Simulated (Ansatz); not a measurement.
The starting structures come from a database of crystals and need not be the phases stable at ambient conditions.

Inside the gap of an insulator the Bloch states are evanescent, with a wavenumber k + iκ along the transport direction.

```
CELL_PARAMETERS angstrom
      5.88499     0.00000     0.00000
      0.00000     7.40487     0.00000
      2.94249     0.00000     5.09655
ATOMIC_POSITIONS crystal
  K  0.00000 0.50000 0.00000
  Sc 0.00000 0.00000 0.00000
  Mo 0.33333 0.75182 0.33333
  Mo 0.66667 0.24818 0.66667
  O  0.83550 0.17192 0.32900
  O  0.16450 0.82808 0.67100
  O  0.83550 0.17192 0.83550
  O  0.16450 0.82808 0.16450
  O  0.32900 0.17192 0.83550
  O  0.67100 0.82808 0.16450
  O  0.33333 0.51563 0.33333
  O  0.66667 0.48437 0.66667
```

Space group of this cell: P-3m1. The cell is taken as given; by r2SCAN its mean pressure is -5.8 GPa.

Transport runs along the normal of the first two printed cell vectors, the (100) plane of the conventional cell.

The gap is the functional's own. No spin-orbit coupling. Mid-gap values are interpolated on the energy grid.

State the band gap and the smallest decay constant κ at mid-gap according to r2SCAN in Ansatz (a program for electronic structure).

Gap 3.86 eV on a 6×4×6 mesh; κ = 0.447 1/Å, at the zone centre.
